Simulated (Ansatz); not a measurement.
We consider ScAlN₂ (model structure, P3m1, No. 156, 4 atoms in the cell), described by PBE (PAW; Ansatz, a quantum-chemistry and plane-wave program).

Settings: plane-wave cutoff 520 eV, 12×12×8 k mesh (along the axes of the cell as run), Fermi–Dirac smearing 0.01 eV, scalar-relativistic PAW data made under PBE.

Cell (relaxed at this level):

```xyz
4
Lattice="3.3399 0.0000 0.0000 -1.6699 2.8924 0.0000 0.0000 0.0000 5.1963" Properties=species:S:1:pos:R:3 pbc="T T T"
Sc     0.0000     1.9283    -0.0468
N      0.0000     1.9283     2.1166
Al     1.6699     0.9641     2.6176
N      1.6699     0.9641     4.5100
```

Q: Estimate the band gap, smallest direct gap on the k points sampled and Γ–Γ gap that the calculation returns.

A: 
- band gap = 3.16 eV (indirect)
- smallest direct gap on the k points sampled = 3.21 eV
- Γ–Γ gap = 3.47 eV

Note: the relaxation could raise the start's symmetry but not lower it, so the cell can be a saddle point.

It cost around 14 core-seconds (rough) of CPU time.

A model structure was made by putting elements into a prototype or built by hand; it is no filed structure, need not be a known phase, and can be a saddle point held by its symmetry.
